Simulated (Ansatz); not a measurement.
CdPt has the tetragonal space group P4/mmm (No. 123), Pearson symbol tP2. Cell: a = b = 2.9405 Å, c = 3.8454 Å, α = β = γ = 90.00°. Cd on 1a sees 8 Pt at 2.832 Å and 4 Cd at 2.940 Å (cuboctahedral). Pt on 1d is surrounded by 8 Cd at 2.832 Å and 4 Pt at 2.940 Å (cuboctahedral). (Neighbours: up to the widest gap in distance over summed covalent radii, below 1.35, at either atom.)

PtCd (P4/mmm), PBEsol, DFPT electron-phonon coupling, linearised Boltzmann equation (plane waves, PAW, scalar-relativistic; Ansatz, a first-principles code): the phonon-limited resistivity at 300 K is 4.34 μΩ·cm (x, the basal plane), 4.34 μΩ·cm (y, the basal plane), 2.57 μΩ·cm (z, c). Third figures are kept for the arithmetic.

### Question
Bound the resistivity of a random, dense polycrystal without boundary scattering, and give the anisotropy.

### Answer
Largest over smallest: 1.69. Upper bound, grains in series: (4.34 + 4.34 + 2.57)/3 = 3.8 μΩ·cm. Lower bound, grains side by side: 3/Σ(1/ρ) = 3.5 μΩ·cm. The best single-crystal direction lies 27 % under the lower bound.

### Question
The current-weighted mean free path is 30.9 nm along x and 36.0 nm along z. How does ρ₀ℓ differ between these directions?

### Answer
x: 4.34 × 30.9 = 13.4×10⁻¹⁶ Ω·m²; z: 2.57 × 36.0 = 9.3×10⁻¹⁶ Ω·m², a ratio of 1.45. The size effect in a wire also hangs on the velocities towards its walls, so the isotropic formulas don't carry over to this crystal.

A metal at this level (no band gap). Only scattering by harmonic phonons is included (no impurities, grain boundaries, electron-electron scattering or thermal expansion). Spin-orbit coupling is left out, which matters with elements this heavy. The run warned that the eigensolver left some states short of its tolerance. Halving the electron mesh (28x28x24) moves the resistivity by up to 5 % at 300 K, the mean free path by up to 1 %. Smearing 0.20 eV; phonons on a 5x5x4 q mesh, which this run doesn't test.

Computed structure with no diffraction record at hand here (it may be known, metastable or hypothetical): PtCd (P4/mmm).
